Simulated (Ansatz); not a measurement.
The reference is BaHfO3 in the cubic perovskite structure (space group Pm-3m, No. 221; a = 4.158 Å). Axes: x, y, z lie along the cube axes.

Method: PBEsol (Ansatz, a first-principles code), no spin-orbit coupling.

Now apply this change: the cell is stretched by 0.80 % along z with no lateral relaxation; the atoms relax in the strained cell.

Question: Predict the stress tensor and what it implies for the stiffness.

Answer: Stress of the strained cell less that of the base (GPa, compression positive):
```
  -0.65    0.00    0.00
   0.00   -0.65    0.00
   0.00    0.00   -2.62
```

Then −Δσ_ii/ε with ε = 0.0080 gives relaxed-ion elastic constants: C33 ≈ 328 GPa, C13 ≈ 81 GPa and C23 ≈ 81 GPa.

Stability against distortions was not tested. The base started in P4mm and relaxed to Pm-3m at this level.
